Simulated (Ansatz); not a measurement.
Base system: Be₂C (space group Fm-3m, No. 225).

```
CELL_PARAMETERS angstrom
      0.00000     2.15532     2.15532
      2.15532     0.00000     2.15532
      2.15532     2.15532     0.00000
ATOMIC_POSITIONS crystal
  Be 0.25000 0.25000 0.25000
  Be 0.75000 0.75000 0.75000
  C  0.00000 0.00000 0.00000
```

Cartesian axes are those of the cell as printed.

All numbers come from PBEsol in Ansatz (plane waves to 420 eV, PAW, scalar-relativistic without spin-orbit coupling).

For the base:

```
Quantity                         Value
-----------------------------  -------
Shortest interatomic distance  1.867 Å
```

The change: uniaxial strain ε_zz = +0.50 %, all other strain components held at zero; the atoms relax in the strained cell.

Problem. What happens to the stress and shortest interatomic distance?

Solution. The stress (xx, yy, zz, yz, xz, xy; compression positive) comes out as (-0.08, -0.08, -2.87, 0.00, 0.00, 0.00) GPa; the shortest interatomic distance increases by 0.003 Å (1.867 Å → 1.870 Å).

Stability against distortions was not tested.

Ansatz is a first-principles code.
